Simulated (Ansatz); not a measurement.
The starting structures come from a database of crystals and need not be the phases stable at ambient conditions.

Where the default PAW files enter, the runs use the earlier of Ansatz's two default sets.

The decay constant κ of evanescent states in the gap governs leakage through a thin film.

```
Ta3N5
1.0
    5.49274     0.00000     0.00000
    0.00000    10.30945     0.00000
   -1.37120     0.00000     3.63085
Ta N
6 10
Cartesian
  2.22743   7.73209   2.91554
  1.89411   2.57736   0.71531
  1.28130   9.69026   0.48388
  2.84025   0.61919   3.14697
  2.84025   4.53554   3.14697
  1.28130   5.77391   0.48388
  3.66862   9.08427   3.45980
  0.45293   1.22518   0.17105
  0.45293   3.92955   0.17105
  3.66862   6.37990   3.45980
  2.96207   0.76383   1.11863
  1.15948   9.54562   2.51222
  1.15948   5.91855   2.51222
  2.96207   4.39090   1.11863
  1.84507   2.57736   2.77114
  2.27647   7.73209   0.85971
```

Space group of this cell: Cmcm. The cell is taken as given; by r2SCAN its mean pressure is -1.5 GPa.

Transport runs along the normal of the first two printed cell vectors.

The gap is the functional's own, uncorrected, and κ follows it; spin-orbit coupling is left out. Mid-gap means the computed energy nearest the middle.

Q: Estimate the band gap and the smallest decay constant κ at mid-gap that Ansatz (an electronic-structure program) with r2SCAN returns for this system.

A: Gap 1.61 eV on a 8×4×8 mesh; κ = 0.174 1/Å, at (0.333, 0.000) of the in-plane reciprocal vectors. At the zone centre the slowest state has κ = 0.21 1/Å.
